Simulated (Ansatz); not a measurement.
Structures of equal composition on the (000-1) surface of 4H silicon carbide (C plane on top): (√3x√3)R30° Ag adatom at H3; (√3x√3)R30° Ag adatom at T4. The slabs share one bottom face, and each structure is named by its start. These are constructed structures in small cells; real faces may alloy, dewet or reconstruct in larger ones, and not all known structures of the face are among them. Slabs of about 11 Å with all that they carry, Fermi-Dirac smearing of 0.025 eV. Bottom of the slabs: H caps. Relaxed from the named starts with such symmetry as they have, on meshes of like density; energies extrapolated to zero smearing; no spin-orbit coupling, no U. Spin-polarised runs, if any, are marked in brackets, and their order is one that fits the cell; the others ran without spin. Where a second, spin-polarised start was run, the lower counts.

Host crystal: 4H silicon carbide, with a band gap (PBE, scalar-relativistic without spin-orbit coupling).

Method: r2SCAN, at the PBE geometry (plane waves to 500 eV, PAW; Ansatz, a first-principles code).

Q: Rank these by energy per 1x1 cell (lowest first), as r2SCAN, at the PBE geometry gives it.

A: (√3x√3)R30° Ag adatom at H3 (0.000 eV, no gap over 0.04 eV on the mesh), (√3x√3)R30° Ag adatom at T4 (0.046 eV, no gap over 0.04 eV on the mesh)
